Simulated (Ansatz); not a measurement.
Cost and result by functional for the adsorption energy of F on the 1x1 (111) surface of fcc Cu, one in a 2x2 cell, started at the site 'hollow Cu-Cu-Cu over Cu at depth 2.1 Å', in Ansatz (plane waves, PAW). Single points on the PBE structure, on one kind of machine; costs are rough ratios of the slab run's core time (references not counted) to the cheapest single point. r2SCAN's cost holds its higher cutoff (500 against 420 eV). Differences are taken against r2SCAN for comparison alone: no measured value is at hand, so the table doesn't rank accuracy.

Set-up: 17 atoms, 6.2 Å thick at the start under the adsorbate (thin: gaps and levels are the slab's own); mesh 6x6x1; 0.1 eV smearing; dipole correction on; 8 atoms held, the rest relaxed; symmetry of the start imposed; no spin, no spin-orbit, no U, no dispersion correction. At the end it is bonded to 3 Cu. In PBE it is, or lies within 0.03 eV of, the lowest of the starts that converged. These notes are the PBE run's. Adsorption energies are against ½ F2(g). A negative adsorption energy means that the adsorbate is more stable on the surface than in its reference.

| functional | relative cost | adsorption energy (eV) | less r2SCAN (eV) |
|---|---|---|---|
| RPBE | 1 | -2.47 | 0.56 |
| r2SCAN | 2 | -3.03 | 0.00 |
| PBE (the relaxed run's value) | – | -2.65 | 0.38 |

The values span 0.56 eV, while the single points' costs differ by a factor of roughly 2. Differences are of unrounded values.

Ansatz is a first-principles code.
